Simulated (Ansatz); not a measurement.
# PbS2 under a change: S → O

The reference is PbS2 (space group I4/mcm, No. 140; a = 6.0708 Å, c = 7.4627 Å; a cell from a computed database, its experimental status unchecked).

The change: O takes the place of S on all its sites; the structure is relaxed again.

The values are results of Ansatz (an electronic-structure program), PBEsol, PAW, cutoff 420 eV, scalar-relativistic without spin-orbit coupling, not measurements. Settings: 9×9×9 k-points, 0.05 eV Fermi–Dirac smearing, for the changed cell.

```json
{
  "volume_per_atom": "14.09 Å³ (base 22.92 Å³)",
  "density": "9.40 g/cm³ (base 6.55 g/cm³)",
  "c/a ratio": "1.310 (base 1.229)",
  "space_group": "I4/mcm (No. 140) (base I4/mcm (No. 140))",
  "shortest_interatomic_distance": "1.455 Å (base 2.081 Å)",
  "band_gap": "zero (base zero)"
}
```

Final structure:

```xyz
6
Lattice="-2.5266 2.5266 3.3098 2.5266 -2.5266 3.3098 2.5266 2.5266 -3.3098" Properties=species:S:1:pos:R:3 pbc="T T T"
Pb     0.0000     0.0000     4.9647
Pb     0.0000     0.0000     1.6549
O      3.0410     0.5144     0.0000
O     -0.5144     2.0122     3.3098
O      2.0122     0.5144     3.3098
O      0.5144     2.0122     0.0000
```

Cost of the whole job for the changed cell (relaxation, final SCF and bands): very roughly 4 core-minutes.

Spin-orbit coupling, missing from the scalar runs, can matter with Pb. No phonon test of stability was made. As relaxed here, PbO2 is a hypothetical phase, not in the database extracts checked. All final runs are without spin polarisation. The zero or small gap of PbO2 and PbS2 can change with the level of theory.
